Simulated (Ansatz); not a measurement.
Abridged Ansatz (a first-principles code) output:

```
Pseudopotential: Zr, paw, valence charge 12
Pseudopotential: O, paw, valence charge 6
Crystal: 6 atoms, lattice volume = 67.806 Å³
Basis set: ecut = 500 eV, 1739 PW (Γ), exchange–correlation on 108×108×160 points (64 copies of the dense FFT grid, shifted against one another)
Bands: 30, of which v1, the nominal top of the filled ones, is band 24 counted from 1 (23 counted from 0)
Symmetry: 16 space group operations
k-points: 60 of 567
Functional: x = r2scan, c = r2scan; τ floored in thin density (d = 2e-4 eV/Å³)
SCF iter   1: F=—  HF=-10676.174673 eV  |F-HF|=—  |Δ(HF+E_count)|=         —  Δρ=1.51e-2  dr2=1.84e-1  dr2_τ=3.82e-1  ethr=1.77e-3  ⟨swp⟩=5.7  Hψ=7466  notcnv=0
SCF iter   2: F=—  HF=-10676.296058 eV  |F-HF|=—  |Δ(HF+E_count)|=   1.21e-1  Δρ=6.61e-3  dr2=1.25e-2  dr2_τ=6.71e-3  ethr=3.84e-4  ⟨swp⟩=2.0  Hψ=3445  notcnv=0  defer=120
SCF 1 converged in 8 iterations: F = -10676.295870 eV  dr2 = 1.31e-10
SCF converged after 8 iterations
Free energy (F): -10676.295870 eV
Internal energy: -10676.295870 eV  (E = F + TS)
E sigma→0 (E₀):  -10676.295870 eV
Fermi energy:    13.119822 eV
--- Forces (eV/Å), atoms counted from 1 ---
  atom   1  Zr    -0.00000000     0.00000000     0.00000000
  atom   2  Zr     0.00000000     0.00000000     0.00000000
  atom   3  O      0.00000000     0.00000000     0.00007744
  atom   4  O     -0.00000000     0.00000000     0.00007744
  atom   5  O     -0.00000000     0.00000000    -0.00007744
  atom   6  O      0.00000000     0.00000000    -0.00007744
--- Stress (GPa, compression-positive) ---
       -0.003206       0.000000      -0.000000
        0.000000      -0.003206       0.000000
       -0.000000       0.000000      -0.008710
  P = ⅓ Tr σ = -0.0050 GPa (-0.050 kbar)
```

Problem. What was computed, and what are the main results?

Solution. ZrO2, 6 atoms in the cell, with Ansatz, r2SCAN, PAW, cutoff 500 eV, no spin-orbit coupling. The last SCF converged to F = -10676.295870 eV, or -1779.3826 eV per atom, at a pressure of -0.01 GPa. The total energy compares only with runs of the same code, potentials and settings.

Whether these cells are dynamically stable was not tested. The cell is ZrO$_{2}$ (space group P4_2/nmc, No. 137). This is not the structure that ZrO2 has at room temperature and ambient pressure.
